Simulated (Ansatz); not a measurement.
Start from C in the diamond structure (space group Fd-3m, No. 227; a = 3.5538 Å).

Method: Ansatz (an electronic-structure program) PBEsol, no SOC.

Before the change:

```
Property                               Result
-------------  ------------------------------
Gap character  indirect, Γ → Γ–X (75 % along)
Density                            3.55 g/cm³
Band gap                              4.03 eV
```

One thing is altered: a hydrostatic pressure of 3 GPa.

Question: What does the calculation give for the gap character after the change?

Answer: The gap character remains indirect, Γ → Γ–X (75 % along).

Question: Predict the new density.

Answer: The density grows by 0.023 g/cm³ (3.55 g/cm³ → 3.58 g/cm³).

Question: Predict the new band gap.

Answer: The band gap increases by 0.015 eV, from 4.03 eV to 4.05 eV.

Load acts through the strain it causes; cell and atoms are relaxed under it. Whether these cells are dynamically stable was not tested.
